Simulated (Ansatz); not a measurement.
Reference: ScCd (Pm-3m), PBEsol, DFPT electron-phonon coupling, linearised Boltzmann equation (plane waves, PAW, scalar-relativistic; Ansatz, an electronic-structure program); geometry: relaxed with this functional, without spin-orbit coupling.

Space group Pm-3m (No. 221); a = b = c = 3.486 Å, α = β = γ = 90.00°

```csv
atom,site,symmetry,x,y,z
Sc,1b,m-3m,0.5000,0.5000,0.5000
Cd,1a,m-3m,0.0000,0.0000,0.0000
```

* **resistivity at 300 K**: 23 μΩ·cm

Task: Swap Cd for Hg, keeping the structure type. How do these values move?

Result: ScHg (Pm-3m): volume per atom 21.2 to 20.8 Å³; resistivity at 300 K rises (23 μΩ·cm to 37 μΩ·cm).

Task: Swap Cd for Zn, keeping the structure type. How do these values move?

Result: ScZn (Pm-3m): volume per atom 21.2 to 18.0 Å³; resistivity at 300 K stays about the same (23 μΩ·cm to 26 μΩ·cm).

Task: Swap Cd for Mg, keeping the structure type. How do these values move?

Result: MgSc (Pm-3m): volume per atom 21.2 to 22.6 Å³; resistivity at 300 K rises (23 μΩ·cm to 27 μΩ·cm).

Moves up to 17 % count as about the same. Metals; harmonic phonons alone scatter; means over directions. Halving the electron mesh moves these values by up to 12 %; q meshes are mostly untested. Spin-orbit coupling is left out.

Formula and space group known from diffraction (Crystallography Open Database), not checked to be the room-temperature form: ScHg (Pm-3m), ScZn (Pm-3m). Computed structure with no diffraction record at hand here (it may be known, metastable or hypothetical): MgSc (Pm-3m), ScCd (Pm-3m). The missing spin-orbit coupling matters most for ScHg (Pm-3m).
